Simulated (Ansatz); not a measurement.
The starting structures come from a database of crystals and need not be the phases stable at ambient conditions.

Inside the gap of an insulator the Bloch states are evanescent, with a wavenumber k + iκ along the transport direction.

Data:

```
CELL_PARAMETERS angstrom
      6.83291     0.00000     0.00000
      0.00000     7.14295     0.00000
      0.00000     3.57148     2.06199
ATOMIC_POSITIONS crystal
  Mg 0.00000 0.00000 0.00000
  I  0.75452 0.66667 0.00000
  I  0.24548 0.33333 0.00000
```

Space group of this cell: P-3m1, CdI2 type. The cell was relaxed by PBE-D3(BJ); by r2SCAN its mean pressure is 1.1 GPa.

Transport runs along the normal of the first two printed cell vectors, the (110) plane of the conventional cell.

The gap is the functional's own. No spin-orbit coupling. Mid-gap values are interpolated on the energy grid.

Task: Predict the band gap and the smallest decay constant κ at mid-gap from r2SCAN in Ansatz (a quantum-chemistry and plane-wave program).

Result: Gap 4.14 eV on a 6×14×14 mesh; κ = 0.253 1/Å, at the zone centre.
